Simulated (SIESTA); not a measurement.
Band structure of Mg2ZnP2 (P3m1, 5 atoms in the cell).

```yaml
crystal:
  lattice:
    - [4.10720, 0.00000, 0.00000]
    - [-2.05360, 3.55694, 0.00000]
    - [0.00000, 0.00000, 6.69570]
  atoms:
    - { symbol: Mg, position: [0.66667, 0.33333, 0.63415] }
    - { symbol: Mg, position: [0.33333, 0.66667, 0.99427] }
    - { symbol: Zn, position: [0.00000, 0.00000, 0.36142] }
    - { symbol: P, position: [0.00000, 0.00000, 0.76671] }
    - { symbol: P, position: [0.66667, 0.33333, 0.24345] }
```

Method: GGA PBEsol, numerical atomic orbitals DZP, PseudoDojo PBEsol standard norm-conserving potentials (rewritten from UPF to PSML) (SIESTA).

Settings: XC.functional = GGA; XC.authors = PBEsol; potentials = PseudoDojo PBEsol standard; PAO.BasisSize = DZP; PAO.EnergyShift = 0.01 Ry; MeshCutoff = 400 Ry; kgrid.MonkhorstPack = 6 6 4; OccupationFunction = FD; ElectronicTemperature = 10 K; MaxSCFIterations = 150; SCF.Mixer.Method = Broyden; SCF.Mixer.Weight = 0.2; SCF.Mixer.History = 8; SCF.DM.Tolerance = 1.0E-04.

The starting cell comes from a database of computed structures (which also holds hypothetical and non-ambient phases and stackings), without a prior relaxation at this level. Its lattice was rescaled by a random factor within 2.5 % of one. Values carry the incompleteness of an atom-centred basis.

Predict the gap along the standard path and the places of the band edges.

The gap along the path is 0.97 eV, from Γ to a point between L and M; the smallest direct gap on it is 1.16 eV.

Levels in eV from the top of the valence band on the path, bands 22 to 26:
```
point     22     23     24     25    26
-----  -----  -----  -----  -----  ----
Γ      -0.93  -0.12  -0.12   0.00  1.16
M      -3.28  -2.21  -2.03  -0.87  1.31
K      -3.55  -2.60  -2.59  -2.30  1.21
A      -0.69  -0.69  -0.37  -0.37  1.99
L      -1.77  -1.76  -1.55  -1.34  1.07
H      -3.78  -3.67  -1.05  -1.04  2.12
```

Higher empty bands are left out: an atom-centred basis made for the valence describes them poorly.
